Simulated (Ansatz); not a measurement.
PbS (model structure, started from the zincblende type, F-43m, No. 216, 2 atoms in the cell) was calculated with r²SCAN in Ansatz (plane waves, PAW).

Settings: plane-wave cutoff 560 eV, 10×10×10 k mesh, Fermi–Dirac smearing 0.01 eV, scalar-relativistic PAW data made under PBE.

Cell (relaxed at this level):

```cif
data_Pb4S4
_chemical_formula_sum 'S4 Pb4'
_space_group_name_H-M_alt 'F-43m'
_space_group_IT_number 216
_space_group_name_Hall 'F -4 2 3'
_cell_length_a 6.60062
_cell_length_b 6.60062
_cell_length_c 6.60062
_cell_angle_alpha 90.000
_cell_angle_beta 90.000
_cell_angle_gamma 90.000
loop_
_atom_site_label
_atom_site_type_symbol
_atom_site_symmetry_multiplicity
_atom_site_Wyckoff_symbol
_atom_site_fract_x
_atom_site_fract_y
_atom_site_fract_z
_atom_site_occupancy
S1 S 4 c 0.25000 0.25000 0.25000 1
Pb1 Pb 4 a 0.00000 0.00000 0.00000 1
```
(The calculation used a cell of 2 atoms; values per cell refer to that cell.)

**Question.** Give the computed band gap, direct gap at Γ and bulk modulus B0.

**Answer.** 
- band gap: 0.99 eV (on the SCF k mesh)
- direct gap at Γ: 4.59 eV
- bulk modulus B0: 38.6 GPa

Note: the bulk modulus is −V dP/dV from two relaxed cells at ±2 % in volume; the relaxation could raise the start's symmetry but not lower it, so the cell can be a saddle point.

Spin–orbit coupling is not included; with these elements it can move the gap by several tenths of an eV or more.

A model structure was made by putting elements into a prototype or built by hand; it is no filed structure, need not be a known phase, and can be a saddle point held by its symmetry.

Ansatz is a program for electronic structure.
